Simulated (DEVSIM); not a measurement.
Device: Schottky contact on n-type Ge, at 350 K.

| layer (left to right) | material | thickness (μm) | Nd (cm⁻³) | τn (s) | τp (s) |
|---|---|---|---|---|---|
| 1 | Ge | 0.420 | 2.5e15 | 2e-7 | 2e-7 |
| 2 | Ge | 1.10 | 1.2e18 | 2e-7 | 2e-7 |

Left contact: Schottky, work function 4.36 eV, emission velocity 2.5e6 cm/s. Right contact: ohmic. Voltage is applied to the left contact. Recombination: SRH at mid-gap. Mobility is μmin + (μ − μmin)/(1 + (N/Nref)^α).

The device is made up for the run: typed textbook-type constants, with dimensions and the other settings drawn at random. Values at 300 K; Nc and Nv go as T^1.5, mobilities as T to minus their exponent, the gap by Varshni's rule with the affinity fixed.

| parameter | Ge |
|---|---|
| gap (eV) | 0.664 |
| affinity (eV) | 4 |
| permittivity | 16 |
| Nc (cm⁻³) | 1.04e19 |
| Nv (cm⁻³) | 6e18 |
| μn (cm²/Vs) | 3900 |
| μp (cm²/Vs) | 1900 |
| μn,min | 150 |
| μp,min | 100 |
| Nref,n | 2.6e17 |
| Nref,p | 4e17 |
| αn | 0.56 |
| αp | 0.6 |
| T exponent of μn | 1.66 |
| T exponent of μp | 2.33 |
| Varshni α (eV/K) | 0.000477 |
| Varshni β (K) | 235 |

Model (solved in DEVSIM): 1D drift-diffusion, Boltzmann statistics, complete ionisation; no tunnelling, impact ionisation, image-force lowering or self-heating. Metal contacts follow the ideal Schottky-Mott rule: no Fermi-level pinning, no interface dipoles.

Question: Tabulate band edges, carrier densities and field at zero bias.

Answer: Energies count from the Fermi level of the right contact; mesh points crowd at the junctions.

| x (μm) | Ec (eV) | Ev (eV) | n (cm⁻³) | p (cm⁻³) | field (V/cm) |
|---|---|---|---|---|---|
| 0.000 | 0.360 | -0.284 | 8.6e13 | 6.1e14 | -7200 |
| 0.01474 | 0.350 | -0.295 | 1.2e14 | 4.3e14 | -6800 |
| 0.03985 | 0.334 | -0.311 | 2.1e14 | 2.5e14 | -6000 |
| 0.07616 | 0.314 | -0.331 | 4.0e14 | 1.3e14 | -5000 |
| 0.1636 | 0.278 | -0.366 | 1.3e15 | 4.0e13 | -3300 |
| 0.2491 | 0.253 | -0.391 | 2.9e15 | 1.8e13 | -2800 |
| 0.3187 | 0.231 | -0.414 | 6.3e15 | 8.3e12 | -4200 |
| 0.3776 | 0.193 | -0.451 | 2.2e16 | 2.4e12 | -10000 |
| 0.4021 | 0.159 | -0.486 | 6.8e16 | 7.7e11 | -20000 |
| 0.4179 | 0.112 | -0.532 | 3.2e17 | 1.6e11 | -46000 |
| 0.4320 | 0.075 | -0.570 | 1.1e18 | 4.8e10 | -5700 |
| 0.4642 | 0.072 | -0.572 | 1.2e18 | 4.4e10 | ≈ 0 |
| 0.5099 | 0.072 | -0.572 | 1.2e18 | 4.4e10 | ≈ 0 |
| 0.5786 | 0.072 | -0.572 | 1.2e18 | 4.4e10 | ≈ 0 |
| 0.7379 | 0.072 | -0.572 | 1.2e18 | 4.4e10 | ≈ 0 |
| 0.9644 | 0.072 | -0.572 | 1.2e18 | 4.4e10 | ≈ 0 |
| 1.171 | 0.072 | -0.572 | 1.2e18 | 4.4e10 | ≈ 0 |
| 1.311 | 0.072 | -0.572 | 1.2e18 | 4.4e10 | ≈ 0 |
| 1.424 | 0.072 | -0.572 | 1.2e18 | 4.4e10 | ≈ 0 |
| 1.470 | 0.072 | -0.572 | 1.2e18 | 4.4e10 | ≈ 0 |
| 1.500 | 0.072 | -0.572 | 1.2e18 | 4.4e10 | ≈ 0 |
| 1.520 | 0.072 | -0.572 | 1.2e18 | 4.4e10 | ≈ 0 |
